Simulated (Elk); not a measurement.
Input and output of a self-consistent single point for MgB2 (P6/mmm, 3 atoms in the cell) (Elk).

Computed with PBEsol, all-electron FP-LAPW, Elk's shipped species files, APW+lo basis with extra local orbitals in Elk.

```xyz
3
Lattice="3.0245 0.0000 0.0000 -1.5122 2.6193 0.0000 0.0000 0.0000 3.4769" Properties=species:S:1:pos:R:3 pbc="T T T"
Mg     0.0000     0.0000     0.0000
B      1.5122     0.8731     1.7384
B      0.0000     1.7462     1.7384
```

Reference input (self-consistent single point, DFT, PBEsol, all-electron FP-LAPW, Elk's shipped species files, APW+lo basis with extra local orbitals): xctype = 22; rgkmax = 7.5; stype = 1; swidth = 0.00367493 Ha; ngridk = 11 11 9; gmaxvr = 16 1/bohr; nxlo = 2; lorbcnd = true; rmtscf = 0.85; lmaxi = 3; maxscl = 100. This run's input differs from it in these lines:

```diff
@@ -7,3 +7,3 @@
 rgkmax
-  7.5
+  6.71
```

Output (repeated stretches shortened):

```
│ Self-consistent loop started │
│ Loop number : 1 │
 total energy                :     -250.092499372
│ Loop number : 2 │
 total energy                :     -250.087793711
RMS change in Kohn-Sham potential (target) :    6.252458412     (  0.1000000000E-05)
Absolute change in total energy (target)   :   0.4705661019E-02 (  0.1000000000E-03)
│ Loop number : 3 │
 total energy                :     -249.794231680
RMS change in Kohn-Sham potential (target) :    3.955625134     (  0.1000000000E-05)
Absolute change in total energy (target)   :   0.2947384465     (  0.1000000000E-03)
│ Loop number : 4 │
   [... lines left out ...]
Absolute change in total energy (target)   :   0.3972301099E-04 (  0.1000000000E-03)
│ Loop number : 13 │
 total energy                :     -249.414406696
RMS change in Kohn-Sham potential (target) :   0.1387047452E-05 (  0.1000000000E-05)
Absolute change in total energy (target)   :   0.2864488741E-04 (  0.1000000000E-03)
│ Loop number : 14 │
 total energy                :     -249.414415804
RMS change in Kohn-Sham potential (target) :   0.6752010949E-06 (  0.1000000000E-05)
Absolute change in total energy (target)   :   0.1626843499E-04 (  0.1000000000E-03)
Convergence targets achieved

│ Loop number : 15 │

Energies :
 Fermi                       :     0.277528038467
 total energy                :     -249.414418146

Density of states at Fermi energy :    18.57028679
 (states/Hartree/unit cell)

Estimated indirect band gap :   0.2749922316E-02
 from k-point     74 to k-point     34
Estimated direct band gap   :   0.1366122671E-01
 at k-point     18

Charges :
 core                        :    6.000000000
 valence                     :    16.00000000
 interstitial                :    4.906392078
 muffin-tins (core leakage)
  species :    1 (Mg)
   atom    1                 :    10.25937728     (  0.2220446049E-15)
  species :    2 (B)
   atom    1                 :    3.417115323     (  0.4575415302E-03)
   atom    2                 :    3.417115323     (  0.4575415302E-03)
 total in muffin-tins        :    17.09360792
 total calculated charge     :    21.99736387
 total charge                :    22.00000000
 error                       :   0.2636127702E-02

│ Self-consistent loop stopped │
```

The run converged in 15 iterations. The count includes the last loop, which Elk runs after its targets are met. Against the reference run the total energy goes up by 8.1 meV/atom.

The starting cell comes from a database of computed structures (which also holds hypothetical and non-ambient phases and stackings), without a prior relaxation at this level. Its lattice was rescaled by a random factor within 2.5 % of one. Values depend on the basis (sphere radii, cutoffs, local orbitals), which need not be converged. The log's line on a gap gives a spacing of levels on this mesh, which the program prints for metals too.

Cost on one core of a shared machine: roughly 60 s.
